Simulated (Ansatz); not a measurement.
An Ansatz (a program for electronic structure) run: Mo; plane-wave PAW DFT at the PBEsol level (Ansatz, 420 eV), spin-orbit coupling left out.

Input:

Ansatz 0.2 input:
```yaml
crystal:
  lattice:
    - [-1.5647829223, 1.5647829223, 1.5647829223]
    - [1.5647829223, -1.5647829223, 1.5647829223]
    - [1.5647829223, 1.5647829223, -1.5647829223]
  atoms:
    - { symbol: Mo, position: [0, 0, 0] }
basis: { ecutwfc: 420, ecutrho_ratio: 4, xc_grid: 2, fft_grid_basis: typed }
kpoints: { mp_grid: { grid: [21, 21, 21] } }
hamiltonian:
  xc: pbesol
  dispersion: none
  pseudopotentials: { kind: paw }
scf: { occupations: { method: fermi_dirac, width: 0.05 }, convergence: { dr2_threshold: 0.0000000001 } }
output: { forces: true, stress: true }
checkpoint: { write: state.ck, write_every: 1000 }
```

Output (explanatory and most iteration lines left out):

```
Pseudopotential: Mo, paw, valence charge 14
Crystal: 1 atoms, lattice volume = 15.326 Å³
Basis set: ecut = 420 eV, 321 PW (Γ), exchange–correlation on 40×40×40 points (8 copies of the dense FFT grid, shifted against one another)
Bands: 11, of which v1, the nominal top of the filled ones, is band 7 counted from 1 (6 counted from 0)
Symmetry: 48 space group operations
Space group: Im-3m (ITA 229), of the structure as read, at distance tolerance 2.5e-5 Å
k-points: 286 of 9261
Functional: x = pbesol(κ = 0.804, μ = 0.12345679012345678), c = pbesol(β = 0.046)
SCF iter   1: F=—  HF=-4897.472543 eV  |F-HF|=—  |Δ(HF+E_count)|=         —  Δρ=6.00e-3  dr2=3.67e-3  ethr=1.77e-3  ⟨swp⟩=5.0  Hψ=18606  notcnv=0
SCF iter   2: F=—  HF=-4897.471309 eV  |F-HF|=—  |Δ(HF+E_count)|=   1.23e-3  Δρ=2.25e-3  dr2=2.06e-4  ethr=2.62e-5  ⟨swp⟩=2.4  Hψ=7229  notcnv=0  defer=1
SCF 1 converged in 6 iterations: F = -4897.471292 eV  dr2 = 7.88e-11
SCF converged after 6 iterations
Free energy (F): -4897.471292 eV
Internal energy: -4897.465528 eV  (E = F + TS)
E sigma→0 (E₀):  -4897.468410 eV
Entropy (-TS):   -0.005764 eV (-5.764 meV/atom)
Fermi energy:    21.490442 eV
--- Forces (eV/Å), atoms counted from 1 ---
  atom   1  Mo    -0.00000000     0.00000000     0.00000000
--- Stress (GPa, compression-positive) ---
       -0.005260      -0.000000      -0.000000
        0.000000      -0.005260      -0.000000
        0.000000      -0.000000      -0.005260
  P = ⅓ Tr σ = -0.0053 GPa (-0.053 kbar)
```

Whether these cells are dynamically stable was not tested. All final runs are without spin polarisation. The cell is Mo in the bcc (W type) structure (space group Im-3m, No. 229).
